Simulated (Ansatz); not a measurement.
An Ansatz (a quantum-chemistry and plane-wave program) input (Ansatz PBEsol, scalar-relativistic without spin-orbit coupling, earlier PAW set):

Ansatz 0.2 input:
```yaml
crystal:
  lattice:
    - [2.5945773171, 0, 0]
    - [0, 2.5945773171, 0]
    - [1.2972886586, -1.2972886586, 1.786514925]
  atoms:
    - { symbol: N, position: [0.25, 0.25, 0.5] }
    - { symbol: B, position: [0, 0, 0] }
basis: { ecutwfc: 420, ecutrho_ratio: 4, xc_grid: 2, fft_grid_basis: typed }
kpoints: { mp_grid: { grid: [16, 16, 16] } }
hamiltonian:
  xc: pbesol
  dispersion: none
  pseudopotentials: { azcp: { folder: ./paw }, kind: paw }
scf: { occupations: { method: fermi_dirac, width: 0.05 } }
relax: { f_tol: 0.005, max_steps: 50, cell: { stress_tol: 0.01, fix: [a, b, gamma] } }
output: { forces: true, stress: true }
checkpoint: { write: state.ck, write_every: 1000 }
```

Task: Which symmetry and how many k-points will the program report, and about how many plane waves at Γ?

Result: Space group I-4m2 (ITA 119) with 8 operations, k-points 349 of 4096, and 257 plane waves at Γ.

Task: And the final pressure?

Result: -9.91 GPa (compression positive).

The cells carry an imposed strain or load. Whether these cells are dynamically stable was not tested. The cell was made from BN in the zinc blende structure (space group F-43m, No. 216) by this change: biaxial strain +1.78 %, plane normal [001], relaxed out of plane.
